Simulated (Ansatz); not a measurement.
L1₂ (Cu3Au-type) Al3Sc was calculated with HSE06-D3(BJ) (PAW; Ansatz, an electronic-structure program).

Settings: plane-wave cutoff 460 eV, 8×8×8 k mesh, Fermi–Dirac smearing 0.05 eV, scalar-relativistic PAW data made under PBE.

Energies at three volumes about the minimum:

```tsv
V (Å³/atom)	E − E_lowest (meV/atom)
15.849	3.20
16.153	0.00
16.662	2.89
```

Task: Fit a parabola by hand: where is the minimum, what lattice constant follows, and what is the bulk modulus?

Result: Slopes: (0.00 − 3.20)/(16.153 − 15.849) = -10.526 and (2.89 − 0.00)/(16.662 − 16.153) = 5.678 meV/Å³. Curvature E″ = 2 × (5.678 − (-10.526))/(16.662 − 15.849) = 39.862 meV/Å⁶. From the middle of the first interval, the slope vanishes at V0 = 16.0010 − (-10.526)/39.862 = 16.265 Å³/atom. B = V0 E″ = 16.265 × 39.862 meV/Å³ × 0.1602 GPa per meV/Å³ = 104 GPa. With 4 atoms in the cube, a = (4 × 16.265)^(1/3) = 4.022 Å. The full Birch–Murnaghan fit to all volumes gives V0 = 16.257 Å³/atom and B0 = 103 GPa.

Measured, for comparison: bulk modulus 91.5 ± 1 GPa (298 K, not corrected to a static lattice, polycrystal; as tabulated in A Combined Experimental and First-Principles Based Assessment of …); lattice constant a 4.103 Å (room temperature, not corrected to a static lattice; as tabulated in A Combined Experimental and First-Principles Based Assessment of …). Computed (rounded) less measured: bulk modulus +13 %.
